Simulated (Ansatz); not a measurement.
The reference is BeS in the wurtzite structure (space group P6_3mc, No. 186; a = 3.4393 Å, c = 5.6672 Å; a hypothetical phase, not in the database extracts checked).

(Cell as relaxed with PBE.)

Levels (all Ansatz, a first-principles code, PAW): PBE (420 eV, scalar-relativistic without spin-orbit coupling); PBEsol (420 eV, no spin-orbit coupling).

Each level relaxes its own structure.

| base | PBE | PBEsol |
|---|---|---|
| volume per atom | 14.51 Å³ | 14.18 Å³ |
| lattice parameter a | 3.439 Å | 3.412 Å |
| band gap | 3.71 eV | 3.44 eV |

One thing is altered: a hydrostatic pressure of 0.7 GPa.

| quantity | PBE | PBEsol |
|---|---|---|
| band gap | 3.68 eV | [?] |
| electron mass | 0.31 mₑ along c, 0.53 mₑ across (at K) | [?] |
| smallest direct gap | 5.10 eV | [?] |
| lattice parameter a | 3.431 Å | [?] |

Q: Predict the PBEsol column.

A: 
- band gap, PBEsol: 3.41 eV
- electron mass, PBEsol: 0.31 mₑ along c, 0.52 mₑ across (at K)
- smallest direct gap, PBEsol: 5.01 eV
- lattice parameter a, PBEsol: 3.403 Å

PBE's band gap lies 0.27 eV above PBEsol's; PBE's smallest direct gap lies 0.09 eV above PBEsol's; PBE's lattice parameter a lies 0.0272 Å above PBEsol's (0.8 %). Neither level is exact; PBEsol is the comparison here, not a measurement.

Load acts through the strain it causes; cell and atoms are relaxed under it. Masses are band curvatures over ±0.01 Å⁻¹ around the edge. Whether these cells are dynamically stable was not tested.
